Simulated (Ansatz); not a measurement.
Worked example: self-consistent single point of NiSi2 (Fm-3m, 3 atoms in the cell) in Ansatz (a quantum-chemistry and plane-wave program).

Method: PBE, PAW files (plane waves; Ansatz).

The change in words: lattice scaled by 0.98. Reference geometry:
```
CELL_PARAMETERS angstrom
      0.00000     2.70500     2.70500
      2.70500     0.00000     2.70500
      2.70500     2.70500     0.00000
ATOMIC_POSITIONS crystal
  Si 0.25000 0.25000 0.25000
  Si 0.75000 0.75000 0.75000
  Ni 0.00000 0.00000 0.00000
```

Reference input (self-consistent single point, DFT, PBE, plane waves, PAW files): kpoints.mp_grid.grid = 11 11 11; hamiltonian.xc = pbe; hamiltonian.pseudopotentials = {kind: paw} (an earlier, softer set of the program's PAW files); scf.occupations.method = fermi_dirac; scf.occupations.width = 0.136 eV. This run's input differs from it in these lines:

```diff
@@ -3,5 +3,5 @@
   lattice:
-    - [0.00000000, 2.70500000, 2.70500000]
-    - [2.70500000, 0.00000000, 2.70500000]
-    - [2.70500000, 2.70500000, 0.00000000]
+    - [0.00000000, 2.65090000, 2.65090000]
+    - [2.65090000, 0.00000000, 2.65090000]
+    - [2.65090000, 2.65090000, 0.00000000]
   atoms:
```

The program printed (abridged):

```
SCF iter   1: F=—  HF=-7113.134952 eV  |F-HF|=—  |Δ(HF+E_count)|=         —  Δρ=8.64e-2  dr2=3.58e0  ethr=3.10e-3  ⟨swp⟩=5.2  Hψ=4819  notcnv=0
all-band conjugate gradients solve this SCF's bands
preconditioner: auto → Kerker (q_TF=auto, 2.570 Å⁻¹)
SCF iter   2: F=—  HF=-7112.630666 eV  |F-HF|=—  |Δ(HF+E_count)|=   5.04e-1  Δρ=4.00e-2  dr2=1.01e0  ethr=3.10e-3  ⟨swp⟩=2.6  Hψ=1781  notcnv=0
   [... lines left out ...]
SCF iter   6: F=—  HF=-7112.311174 eV  |F-HF|=—  |Δ(HF+E_count)|=   7.50e-6  Δρ=2.07e-3  dr2=1.48e-3  ethr=2.31e-5  ⟨swp⟩=1.0  Hψ=952  notcnv=0
SCF iter   7: F=—  HF=-7112.311209 eV  |F-HF|=—  |Δ(HF+E_count)|=   3.43e-5  Δρ=2.39e-4  dr2=2.47e-5  ethr=5.68e-6  ⟨swp⟩=2.0  Hψ=1339  notcnv=0
SCF iter   8: F=—  HF=-7112.311195 eV  |F-HF|=—  |Δ(HF+E_count)|=   1.36e-5  Δρ=2.46e-5  dr2=2.52e-7  ethr=9.48e-8  ⟨swp⟩=2.1  Hψ=1416  notcnv=0
SCF iter   9: F=-7112.311195 eV  HF=-7112.311195 eV  |F-HF|=2.72e-9  |Δ(HF+E_count)|=   2.95e-7  Δρ=5.37e-6  dr2=8.48e-9  ethr=3.85e-10  ⟨swp⟩=6.1  Hψ=4552  notcnv=0
SCF 1 converged in 9 iterations: F = -7112.311195 eV  dr2 = 8.48e-9
Free energy (F): -7112.311195 eV
Internal energy: -7112.260739 eV  (E = F + TS)
E sigma→0 (E₀):  -7112.285967 eV
Entropy (-TS):   -0.050456 eV (-16.819 meV/atom)
Fermi energy:    14.306145 eV
--- Forces (eV/Å), atoms counted from 1 ---
  atom   1  Si     0.00000000     0.00000000    -0.00000000
   [... zero for the other atoms too ...]
--- Stress (GPa, compression-positive) ---
       13.983574      -0.000000      -0.000000
       -0.000000      13.983574      -0.000000
        0.000000       0.000000      13.983574
  P = ⅓ Tr σ = 13.9836 GPa (139.836 kbar)
  The stress holds the Pulay correction. Without it, at fixed plane waves, as pw.x and ABINIT print it: P = 13.9397 GPa
```

The run converged in 9 iterations. Against the reference run the free energy rises by 39.6 meV/atom and the pressure goes from 2.98 to 13.98 GPa.

The starting cell has typed, rounded lattice constants, without a prior relaxation at this level. For this run, on top of that: lattice scaled by 0.98. Spin polarisation is off. With a pressure of about 14 GPa the cell is away from its equilibrium volume at this level. Ansatz's pressure includes its estimate of the finite-basis (Pulay) stress.

Keys are those of Ansatz 0.2.
